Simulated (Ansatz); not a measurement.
Defect: interstitial Li in crystalline InGaZnO4 (ordered Ga and Zn layers), charge state +1. Level of theory: PBE, PAW (plane waves to 420 eV; Ansatz, a first-principles code).

Cell of 189 host sites held at the relaxed PBE lattice; one k-point at (0.167, 0.250, 0.250); Fermi-Dirac width 0.01 eV, spin-restricted; finite-size errors left in. Energies are static. The charge state is imposed; whether it is stable for some Fermi level was not computed. Sites that were not tried may lie lower.

Barriers: single points on a 2×2×2 k-point mesh shifted by half a step along c at the bands' geometries.

Relaxed starting cell (atoms counted from 1):

```yaml
crystal:
  lattice:
    - [10.06801, 0.00000, 0.00000]
    - [-5.03400, 8.71915, 0.00000]
    - [0.00000, 0.00000, 26.11123]
  atoms:
    - { symbol: In, position: [0.99996, 0.00008, 0.00365] }
    - { symbol: In, position: [0.99991, 0.33342, 0.00343] }
    - { symbol: In, position: [0.99991, 0.66668, 0.00343] }
    - { symbol: In, position: [0.33336, 0.00014, 0.00342] }
    - { symbol: In, position: [0.33337, 0.33342, 0.00343] }
    - { symbol: In, position: [0.33330, 0.66674, 0.00349] }
    - { symbol: In, position: [0.66663, 0.00014, 0.00343] }
    - { symbol: In, position: [0.66663, 0.33341, 0.00336] }
    - { symbol: In, position: [0.66663, 0.66668, 0.00343] }
    - { symbol: Ga, position: [0.22224, 0.11146, 0.12049] }
    - { symbol: Ga, position: [0.22218, 0.44480, 0.12046] }
    - { symbol: Ga, position: [0.22218, 0.77805, 0.12046] }
    - { symbol: Ga, position: [0.55547, 0.11140, 0.12049] }
    - { symbol: Ga, position: [0.55548, 0.44475, 0.12049] }
    - { symbol: Ga, position: [0.55543, 0.77805, 0.12046] }
    - { symbol: Ga, position: [0.88876, 0.11146, 0.12049] }
    - { symbol: Ga, position: [0.88883, 0.44475, 0.12049] }
    - { symbol: Ga, position: [0.88877, 0.77799, 0.12049] }
    - { symbol: Zn, position: [0.00001, 0.99987, 0.21826] }
    - { symbol: Zn, position: [0.00021, 0.33331, 0.21842] }
    - { symbol: Zn, position: [0.00020, 0.66662, 0.21843] }
    - { symbol: Zn, position: [0.33325, 0.99967, 0.21843] }
    - { symbol: Zn, position: [0.33325, 0.33330, 0.21842] }
    - { symbol: Zn, position: [0.33335, 0.66653, 0.21860] }
    - { symbol: Zn, position: [0.66655, 0.99966, 0.21843] }
    - { symbol: Zn, position: [0.66669, 0.33319, 0.21841] }
    - { symbol: Zn, position: [0.66656, 0.66662, 0.21842] }
    - { symbol: O, position: [0.22229, 0.11110, 0.19704] }
    - { symbol: O, position: [0.22229, 0.44454, 0.19696] }
    - { symbol: O, position: [0.22228, 0.77767, 0.19697] }
    - { symbol: O, position: [0.55548, 0.11095, 0.19707] }
    - { symbol: O, position: [0.55550, 0.44445, 0.19707] }
    - { symbol: O, position: [0.55541, 0.77766, 0.19696] }
    - { symbol: O, position: [0.88883, 0.11110, 0.19704] }
    - { symbol: O, position: [0.88899, 0.44446, 0.19706] }
    - { symbol: O, position: [0.88884, 0.77765, 0.19704] }
    - { symbol: O, position: [0.99991, 0.00037, 0.12122] }
    - { symbol: O, position: [0.99991, 0.33372, 0.12121] }
    - { symbol: O, position: [0.99992, 0.66701, 0.12121] }
    - { symbol: O, position: [0.33328, 0.00037, 0.12120] }
    - { symbol: O, position: [0.33329, 0.33372, 0.12120] }
    - { symbol: O, position: [0.33324, 0.66704, 0.12106] }
    - { symbol: O, position: [0.66655, 0.00037, 0.12120] }
    - { symbol: O, position: [0.66657, 0.33369, 0.12128] }
    - { symbol: O, position: [0.66655, 0.66700, 0.12121] }
    - { symbol: O, position: [0.22228, 0.11136, 0.04472] }
    - { symbol: O, position: [0.22212, 0.44454, 0.04466] }
    - { symbol: O, position: [0.22211, 0.77803, 0.04465] }
    - { symbol: O, position: [0.55553, 0.11138, 0.04467] }
    - { symbol: O, position: [0.55554, 0.44461, 0.04468] }
    - { symbol: O, position: [0.55561, 0.77802, 0.04466] }
    - { symbol: O, position: [0.88878, 0.11136, 0.04472] }
    - { symbol: O, position: [0.88877, 0.44461, 0.04468] }
    - { symbol: O, position: [0.88878, 0.77787, 0.04472] }
    - { symbol: O, position: [0.99998, 0.99993, 0.29510] }
    - { symbol: O, position: [0.00049, 0.33330, 0.29524] }
    - { symbol: O, position: [0.00047, 0.66708, 0.29525] }
    - { symbol: O, position: [0.33280, 0.99943, 0.29525] }
    - { symbol: O, position: [0.33279, 0.33325, 0.29524] }
    - { symbol: O, position: [0.33332, 0.66660, 0.29527] }
    - { symbol: O, position: [0.66659, 0.99938, 0.29525] }
    - { symbol: O, position: [0.66668, 0.33327, 0.29516] }
    - { symbol: O, position: [0.66663, 0.66710, 0.29525] }
    - { symbol: In, position: [0.22181, 0.11103, 0.33567] }
    - { symbol: In, position: [0.22222, 0.44464, 0.33608] }
    - { symbol: In, position: [0.22223, 0.77781, 0.33607] }
    - { symbol: In, position: [0.55523, 0.11065, 0.33558] }
    - { symbol: In, position: [0.55523, 0.44480, 0.33556] }
    - { symbol: In, position: [0.55537, 0.77779, 0.33612] }
    - { symbol: In, position: [0.88899, 0.11101, 0.33563] }
    - { symbol: In, position: [0.88939, 0.44481, 0.33561] }
    - { symbol: In, position: [0.88901, 0.77822, 0.33566] }
    - { symbol: Ga, position: [0.11090, 0.22234, 0.45344] }
    - { symbol: Ga, position: [0.11132, 0.55604, 0.45344] }
    - { symbol: Ga, position: [0.11095, 0.88933, 0.45344] }
    - { symbol: Ga, position: [0.44650, 0.22362, 0.45205] }
    - { symbol: Ga, position: [0.44417, 0.55597, 0.45344] }
    - { symbol: Ga, position: [0.44422, 0.88892, 0.45344] }
    - { symbol: Ga, position: [0.77665, 0.22360, 0.45205] }
    - { symbol: Ga, position: [0.77664, 0.55377, 0.45207] }
    - { symbol: Ga, position: [0.77785, 0.88925, 0.45343] }
    - { symbol: Zn, position: [0.23610, 0.11793, 0.54822] }
    - { symbol: Zn, position: [0.22158, 0.44315, 0.55226] }
    - { symbol: Zn, position: [0.22168, 0.77821, 0.55226] }
    - { symbol: Zn, position: [0.55467, 0.10920, 0.55188] }
    - { symbol: Zn, position: [0.55469, 0.44525, 0.55185] }
    - { symbol: Zn, position: [0.55658, 0.77812, 0.55226] }
    - { symbol: Zn, position: [0.88179, 0.11785, 0.54820] }
    - { symbol: Zn, position: [0.89067, 0.44523, 0.55189] }
    - { symbol: Zn, position: [0.88206, 0.76394, 0.54824] }
    - { symbol: O, position: [0.10908, 0.21827, 0.53124] }
    - { symbol: O, position: [0.11131, 0.55566, 0.53035] }
    - { symbol: O, position: [0.10928, 0.89079, 0.53119] }
    - { symbol: O, position: [0.45133, 0.22564, 0.52924] }
    - { symbol: O, position: [0.44425, 0.55559, 0.53035] }
    - { symbol: O, position: [0.44435, 0.88865, 0.53034] }
    - { symbol: O, position: [0.77435, 0.22567, 0.52922] }
    - { symbol: O, position: [0.77433, 0.54868, 0.52922] }
    - { symbol: O, position: [0.78146, 0.89072, 0.53121] }
    - { symbol: O, position: [0.22383, 0.11240, 0.45586] }
    - { symbol: O, position: [0.22159, 0.44383, 0.45548] }
    - { symbol: O, position: [0.22166, 0.77864, 0.45547] }
    - { symbol: O, position: [0.55517, 0.11093, 0.45382] }
    - { symbol: O, position: [0.55516, 0.44511, 0.45388] }
    - { symbol: O, position: [0.55637, 0.77858, 0.45544] }
    - { symbol: O, position: [0.88795, 0.11229, 0.45590] }
    - { symbol: O, position: [0.88937, 0.44512, 0.45382] }
    - { symbol: O, position: [0.88797, 0.77652, 0.45589] }
    - { symbol: O, position: [0.11052, 0.22149, 0.37826] }
    - { symbol: O, position: [0.11180, 0.55617, 0.37803] }
    - { symbol: O, position: [0.11057, 0.88957, 0.37826] }
    - { symbol: O, position: [0.44410, 0.22232, 0.37729] }
    - { symbol: O, position: [0.44396, 0.55605, 0.37803] }
    - { symbol: O, position: [0.44400, 0.88837, 0.37803] }
    - { symbol: O, position: [0.77788, 0.22226, 0.37730] }
    - { symbol: O, position: [0.77782, 0.55607, 0.37731] }
    - { symbol: O, position: [0.77864, 0.88958, 0.37826] }
    - { symbol: O, position: [0.21141, 0.10545, 0.62697] }
    - { symbol: O, position: [0.22187, 0.44371, 0.62894] }
    - { symbol: O, position: [0.22195, 0.77800, 0.62894] }
    - { symbol: O, position: [0.55568, 0.11123, 0.62823] }
    - { symbol: O, position: [0.55560, 0.44436, 0.62819] }
    - { symbol: O, position: [0.55613, 0.77798, 0.62893] }
    - { symbol: O, position: [0.89418, 0.10561, 0.62694] }
    - { symbol: O, position: [0.88873, 0.44432, 0.62822] }
    - { symbol: O, position: [0.89451, 0.78867, 0.62695] }
    - { symbol: In, position: [0.11334, 0.22682, 0.67335] }
    - { symbol: In, position: [0.11137, 0.55576, 0.66952] }
    - { symbol: In, position: [0.11342, 0.88667, 0.67336] }
    - { symbol: In, position: [0.44432, 0.22230, 0.66918] }
    - { symbol: In, position: [0.44427, 0.55577, 0.66951] }
    - { symbol: In, position: [0.44430, 0.88869, 0.66954] }
    - { symbol: In, position: [0.77779, 0.22230, 0.66925] }
    - { symbol: In, position: [0.77784, 0.55581, 0.66920] }
    - { symbol: In, position: [0.77322, 0.88671, 0.67331] }
    - { symbol: Ga, position: [0.99997, 0.00031, 0.78771] }
    - { symbol: Ga, position: [0.99941, 0.33385, 0.78774] }
    - { symbol: Ga, position: [0.99941, 0.66619, 0.78775] }
    - { symbol: Ga, position: [0.33407, 0.00084, 0.78774] }
    - { symbol: Ga, position: [0.33404, 0.33388, 0.78774] }
    - { symbol: Ga, position: [0.33328, 0.66697, 0.78721] }
    - { symbol: Ga, position: [0.66640, 0.00081, 0.78773] }
    - { symbol: Ga, position: [0.66660, 0.33364, 0.78695] }
    - { symbol: Ga, position: [0.66639, 0.66620, 0.78774] }
    - { symbol: Zn, position: [0.11122, 0.22219, 0.88634] }
    - { symbol: Zn, position: [0.11147, 0.55552, 0.88608] }
    - { symbol: Zn, position: [0.11125, 0.88864, 0.88632] }
    - { symbol: Zn, position: [0.44489, 0.22225, 0.88599] }
    - { symbol: Zn, position: [0.44432, 0.55554, 0.88609] }
    - { symbol: Zn, position: [0.44436, 0.88840, 0.88609] }
    - { symbol: Zn, position: [0.77761, 0.22223, 0.88601] }
    - { symbol: Zn, position: [0.77760, 0.55495, 0.88601] }
    - { symbol: Zn, position: [0.77770, 0.88864, 0.88632] }
    - { symbol: O, position: [0.00006, 0.99997, 0.86316] }
    - { symbol: O, position: [0.00033, 0.33309, 0.86356] }
    - { symbol: O, position: [0.00032, 0.66706, 0.86356] }
    - { symbol: O, position: [0.33289, 0.99961, 0.86357] }
    - { symbol: O, position: [0.33284, 0.33312, 0.86356] }
    - { symbol: O, position: [0.33336, 0.66660, 0.86324] }
    - { symbol: O, position: [0.66685, 0.99961, 0.86356] }
    - { symbol: O, position: [0.66670, 0.33327, 0.86336] }
    - { symbol: O, position: [0.66683, 0.66706, 0.86357] }
    - { symbol: O, position: [0.11148, 0.22348, 0.78610] }
    - { symbol: O, position: [0.11068, 0.55572, 0.78707] }
    - { symbol: O, position: [0.11152, 0.88880, 0.78614] }
    - { symbol: O, position: [0.44449, 0.22266, 0.78755] }
    - { symbol: O, position: [0.44458, 0.55575, 0.78705] }
    - { symbol: O, position: [0.44458, 0.88963, 0.78706] }
    - { symbol: O, position: [0.77764, 0.22263, 0.78751] }
    - { symbol: O, position: [0.77764, 0.55580, 0.78752] }
    - { symbol: O, position: [0.77683, 0.88879, 0.78615] }
    - { symbol: O, position: [0.99996, 0.00014, 0.71156] }
    - { symbol: O, position: [0.99738, 0.33340, 0.71101] }
    - { symbol: O, position: [0.99736, 0.66433, 0.71102] }
    - { symbol: O, position: [0.33584, 0.00286, 0.71102] }
    - { symbol: O, position: [0.33576, 0.33344, 0.71101] }
    - { symbol: O, position: [0.33327, 0.66686, 0.71114] }
    - { symbol: O, position: [0.66679, 0.00274, 0.71101] }
    - { symbol: O, position: [0.66660, 0.33358, 0.71072] }
    - { symbol: O, position: [0.66675, 0.66441, 0.71100] }
    - { symbol: O, position: [0.11098, 0.22189, 0.96219] }
    - { symbol: O, position: [0.11116, 0.55549, 0.96208] }
    - { symbol: O, position: [0.11098, 0.88892, 0.96219] }
    - { symbol: O, position: [0.44439, 0.22212, 0.96206] }
    - { symbol: O, position: [0.44441, 0.55549, 0.96209] }
    - { symbol: O, position: [0.44442, 0.88874, 0.96209] }
    - { symbol: O, position: [0.77780, 0.22211, 0.96207] }
    - { symbol: O, position: [0.77780, 0.55552, 0.96207] }
    - { symbol: O, position: [0.77804, 0.88893, 0.96218] }
    - { symbol: Li, position: [0.00009, 0.00030, 0.59871] }
```
Cell charge +1.

End state 1 differs by these moves (Å; atoms that move under 0.08 Å are left out):

```csv
atom,element,Δx,Δy,Δz
82,Zn,-0.11,0.05,0.02
84,Zn,0.10,-0.06,-0.08
88,Zn,0.09,-0.05,0.09
90,Zn,-0.10,0.06,0.02
118,O,0.08,-0.07,0.04
120,O,-0.10,0.06,-0.01
124,O,-0.08,0.05,0.03
126,O,0.10,-0.04,0.04
127,In,0.00,-0.04,-0.13
129,In,-0.03,0.02,0.45
135,In,0.04,0.02,-0.13
165,O,0.00,0.00,-0.09
172,O,-0.08,0.05,0.05
174,O,0.01,-0.07,0.06
175,O,0.07,0.03,0.06
190,Li,1.67,-0.97,0.03
```

Q: Estimate the forward and backward barriers to end state 1 that PBE, PAW returns for this input.

A: forward 0.31 eV, backward 0.17 eV; at the saddle point atom 190 has neighbours 3 O at 1.83; 2 Zn at 2.30 Å. The saddle point's order was not checked, and it lies on a symmetry element of the cell, where a band can be held.
